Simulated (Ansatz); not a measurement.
Checking a run of Ansatz (an electronic-structure program) on YMg6Sb (Amm2, 8 atoms in the cell). The aim is a self-consistent single point with DFT, PBEsol, plane waves, default PAW files made with PBE.

Cell that was meant: a = 5.0886 Å, b = 6.5756 Å, c = 6.5756 Å, α = 61.91°, β = 90.00°, γ = 90.00°.

Part of the input:

Ansatz 0.2 input:
```yaml
    - { symbol: Mg, position: [0.500000, 0.657370, 0.183430] }
    - { symbol: Mg, position: [0.500000, 0.168060, 0.168060] }
    - { symbol: Sb, position: [0.500000, 0.665110, 0.665110] }
basis:
  ecutwfc: 170.0
kpoints:
  mp_grid:
    grid: [3, 3, 3]
```

Output, abridged:

```
   [... lines left out ...]
PAW frozen core: Sb, regenerated for the run's functional, and the local potential with it
Initial density: superposition of atomic densities (neutral atoms: chi_scale 0, normalization atom), corrected by the library's trained network
Initial wavefunctions: pseudopotential atomic-orbital guess
Eigensolver: davidson
Functional: x = pbesol(κ = 0.804, μ = 0.12345679012345678), c = pbesol(β = 0.046)
SCF iter   1: F=—  HF=-21607.210884 eV  |F-HF|=—  |Δ(HF+E_count)|=         —  Δρ=9.45e-2  dr2=7.73e0  ethr=1.77e-3  ⟨swp⟩=7.8  Hψ=1746  notcnv=0
all-band conjugate gradients solve this SCF's bands
preconditioner: auto → Kerker (q_TF=auto, 2.382 Å⁻¹)
SCF iter   2: F=—  HF=-21601.558331 eV  |F-HF|=—  |Δ(HF+E_count)|=    5.65e0  Δρ=4.19e-2  dr2=1.45e0  ethr=1.77e-3  ⟨swp⟩=2.8  Hψ=939  notcnv=0
   [... lines left out ...]
SCF iter   7: F=—  HF=-21600.556270 eV  |F-HF|=—  |Δ(HF+E_count)|=   2.41e-4  Δρ=2.41e-5  dr2=1.81e-6  ethr=1.73e-8  ⟨swp⟩=2.0  Hψ=745  notcnv=0
SCF iter   8: F=—  HF=-21600.556270 eV  |F-HF|=—  |Δ(HF+E_count)|=   1.10e-7  Δρ=9.25e-6  dr2=3.15e-7  ethr=2.10e-9  ⟨swp⟩=1.6  Hψ=437  notcnv=0
SCF iter   9: F=-21600.556270 eV  HF=-21600.556270 eV  |F-HF|=1.75e-8  |Δ(HF+E_count)|=   4.65e-8  Δρ=2.74e-6  dr2=2.07e-8  ethr=1.16e-10  ⟨swp⟩=4.5  Hψ=1326  notcnv=0
SCF 1 converged in 9 iterations: F = -21600.556270 eV  dr2 = 2.07e-8
Free energy (F): -21600.556270 eV
Internal energy: -21600.243837 eV  (E = F + TS)
E sigma→0 (E₀):  -21600.400053 eV
Entropy (-TS):   -0.312433 eV (-39.054 meV/atom)
Fermi energy:    7.192532 eV
--- Forces (eV/Å), atoms counted from 1 ---
  atom   1  Y      0.00000000     0.00000000    -0.13582734
  atom   2  Mg    -0.00000000    -0.42746041    -0.13268117
  atom   3  Mg     0.00000000     0.42746041    -0.13268117
  atom   4  Mg     0.00000000     0.00000000    -0.00641889
  atom   5  Mg     0.00000000    -0.04193485    -0.39525875
  atom   6  Mg    -0.00000000     0.04193485    -0.39525875
  atom   7  Mg     0.00000000     0.00000000     0.07930161
  atom   8  Sb     0.00000000     0.00000000     1.11886378
--- Stress (GPa, compression-positive) ---
       -1.665801       0.000000       0.000000
        0.000000      -3.141272       0.000000
        0.000000       0.000000      -0.135149
  P = ⅓ Tr σ = -1.6474 GPa (-16.474 kbar)
  The stress holds the Pulay correction. Without it, at fixed plane waves, as pw.x and ABINIT print it: P = -298.8058 GPa
```

Is anything amiss in this input, and did it matter?

The run is not sound. The fault is a basis or grid far too coarse for these potentials. The error of an incomplete plane-wave basis or grid does not cancel at such settings. To fix it, restore the cutoff that the potentials need and check convergence. The run converged in 9 iterations without an error; against the sound input the free energy goes up by 9.51 eV/atom, the pressure goes from -1.12 to -1.65 GPa and the largest force goes from 0.189 to 1.119 eV/Å. At a fixed set of plane waves, without the program's Pulay estimate, the pressure is -298.81 GPa against -1.13 GPa.

An input that runs soundly differs in these lines (not the only fix; some lines may just follow from the change or write a value another way):
```diff
-basis:
-  ecutwfc: 170.0
```

With that input, the run converged in 7 iterations: free energy E − TS (on the zero of these files) -21676.6698 eV; Fermi level (on the code's own zero) 7.18 eV; pressure -1.12 GPa; largest force (vector length) 0.189 eV/Å (DFT, PBEsol, plane waves, default PAW files made with PBE).

On the sound input: the starting cell comes from a database of computed structures (which also holds hypothetical and non-ambient phases and stackings), without a prior relaxation at this level. Ansatz's pressure includes its estimate of the finite-basis (Pulay) stress. Without a gap this mesh is coarse (it stands for a supercell whose shortest vector is 15 Å).
